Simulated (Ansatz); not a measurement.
This Ansatz (a first-principles code) input is the reference run, SnTe in the rock salt structure (space group Fm-3m, No. 225), computed with DFT with r2SCAN, PAW potentials and a 500 eV plane-wave cutoff in Ansatz, without spin-orbit coupling:

Ansatz 0.2 input:
```yaml
crystal:
  lattice:
    - [0, 3.1848285297, 3.1848285297]
    - [3.1848285297, 0, 3.1848285297]
    - [3.1848285297, 3.1848285297, 0]
  atoms:
    - { symbol: Sn, position: [0, 0, 0] }
    - { symbol: Te, position: [0.5, 0.5, 0.5] }
basis: { ecutwfc: 500, ecutrho_ratio: 4, xc_grid: 4, fft_grid_basis: typed }
kpoints: { mp_grid: { grid: [13, 13, 13] } }
hamiltonian:
  xc: r2scan
  dispersion: none
  pseudopotentials: { kind: paw }
scf: { occupations: { method: fermi_dirac, width: 0.05 }, convergence: { dr2_threshold: 0.0000000002 } }
output: { forces: true, stress: true }
checkpoint: { write: state.ck, write_every: 1000 }
```

Problem. Write the input for this change: the cell is stretched by 2.00 % along z with no lateral relaxation; the atoms relax in the strained cell.

Solution. 
Ansatz 0.2 input:
```yaml
crystal:
  lattice:
    - [0, 3.1848285297, 3.2485251003]
    - [3.1848285297, 0, 3.2485251003]
    - [3.1848285297, 3.1848285297, 0]
  atoms:
    - { symbol: Sn, position: [0, 0, 0] }
    - { symbol: Te, position: [0.5, 0.5, 0.5] }
basis: { ecutwfc: 500, ecutrho_ratio: 4, xc_grid: 4, fft_grid_basis: typed }
kpoints: { mp_grid: { grid: [13, 13, 13] } }
hamiltonian:
  xc: r2scan
  dispersion: none
  pseudopotentials: { kind: paw }
scf: { occupations: { method: fermi_dirac, width: 0.05 }, convergence: { dr2_threshold: 0.0000000002 } }
relax: { f_tol: 0.005, max_steps: 50 }
output: { forces: true, stress: true }
checkpoint: { write: state.ck, write_every: 1000 }
```
This is the input that was run.

No phonon test of stability was made.
